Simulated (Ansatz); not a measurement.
Reference: TlI (Pm-3m), PBEsol with spin-orbit coupling, rigid bands (plane waves, PAW; Ansatz, a quantum-chemistry and plane-wave program); geometry: cell and atoms relaxed with PBEsol.

```
CELL_PARAMETERS angstrom
      4.13681     0.00000     0.00000
      0.00000     4.13681     0.00000
      0.00000     0.00000     4.13681
ATOMIC_POSITIONS crystal
  Tl 0.00000 0.00000 0.00000
  I  0.50000 0.50000 0.50000
```

The band gap comes out as 0.48 eV and the electron conductivity mass is 0.26 mₑ. The hole conductivity mass comes out as 0.47 mₑ and the Seebeck coefficient, n-type 1e19 cm⁻³ comes out as -138 μV/K.

Problem. Swap Tl for Cs, keeping the structure type. How do these values move?

Solution. CsI (Pm-3m): volume per atom 35.4 to 45.8 Å³; band gap rises (0.48 eV to 3.59 eV); electron conductivity mass rises (0.26 mₑ to 0.28 mₑ); hole conductivity mass rises (0.47 mₑ to 1.49 mₑ); Seebeck coefficient, n-type 1e19 cm⁻³ rises in size (-138 μV/K to -150 μV/K).

Problem. Swap Tl for K, keeping the structure type. How do these values move?

Solution. KI (Pm-3m): volume per atom 35.4 to 37.8 Å³; band gap rises (0.48 eV to 3.24 eV); electron conductivity mass rises (0.26 mₑ to 0.29 mₑ); hole conductivity mass rises (0.47 mₑ to 0.94 mₑ); Seebeck coefficient, n-type 1e19 cm⁻³ rises in size (-138 μV/K to -150 μV/K).

Moves up to 5 % count as about the same. Masses are for dilute carriers at 300 K, harmonic means over directions unless an axis is named. Seebeck coefficients are for the stated density at 300 K, with one relaxation time for all states and whether or not that doping can be reached.

Formula and space group known from diffraction (Crystallography Open Database), not checked to be the room-temperature form: TlI (Pm-3m). Computed structure with no diffraction record at hand here (it may be known, metastable or hypothetical): KI (Pm-3m).
